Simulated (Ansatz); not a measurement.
## GaBi (model structure, started from the CuAu type, P4/mmm, No. 123, 2 atoms in the cell)

Calculation: PBEsol in Ansatz (plane waves, PAW).

Run with plane-wave cutoff 500 eV, 18×18×14 k mesh (along the axes of the cell as run), Fermi–Dirac smearing 0.1 eV, scalar-relativistic PAW data made under PBE.

Cell (relaxed at this level):

```xyz
2
Lattice="3.5009 0.0000 0.0000 0.0000 3.5009 0.0000 0.0000 0.0000 4.0294" Properties=species:S:1:pos:R:3 pbc="T T T"
Ga     1.7505     1.7505     2.0147
Bi     0.0000     0.0000     0.0000
```

band gap: none

Note: the relaxation could raise the start's symmetry but not lower it, so the cell can be a saddle point.

Spin–orbit coupling is not included; it can shift volumes and moduli of such heavy elements.

Computed values are for the static lattice.

A model structure was made by putting elements into a prototype or built by hand; it is no filed structure, need not be a known phase, and can be a saddle point held by its symmetry.

Ansatz is a program for electronic structure.
